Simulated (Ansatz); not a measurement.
We consider Mo3Ir (model structure, started from the D019 type, P6₃/mmc, No. 194, 8 atoms in the cell), described by LDA (Ansatz, a program for electronic structure, plane waves, PAW).

Numerical settings: plane-wave cutoff 520 eV, 12×12×12 k mesh, Fermi–Dirac smearing 0.05 eV, no spin polarisation, scalar-relativistic PAW data made under PBE.

Cell (relaxed at this level):

```yaml
crystal:
  lattice:
    - [5.55392, 0.00000, 0.00000]
    - [-2.77696, 4.80984, 0.00000]
    - [0.00000, 0.00000, 4.41560]
  atoms:
    - { symbol: Mo, position: [0.83428, 0.66856, 0.25000] }
    - { symbol: Mo, position: [0.16572, 0.83428, 0.75000] }
    - { symbol: Mo, position: [0.33144, 0.16572, 0.25000] }
    - { symbol: Mo, position: [0.16572, 0.33144, 0.75000] }
    - { symbol: Mo, position: [0.83428, 0.16572, 0.25000] }
    - { symbol: Mo, position: [0.66856, 0.83428, 0.75000] }
    - { symbol: Ir, position: [0.33333, 0.66667, 0.25000] }
    - { symbol: Ir, position: [0.66667, 0.33333, 0.75000] }
```

Q: What does this level give for the bulk modulus B0?

A: 
- bulk modulus B0: 309 GPa

Note: the run has no spin polarisation, so it can have missed a magnetic state; the bulk modulus is −V dP/dV from two relaxed cells at ±2 % in volume; the relaxation could raise the start's symmetry but not lower it, so the cell can be a saddle point.

Spin–orbit coupling is not included.

Computed values are for the static lattice.

The result took very roughly 13 core-minutes.

A model structure was made by putting elements into a prototype or built by hand; it is no filed structure, need not be a known phase, and can be a saddle point held by its symmetry.
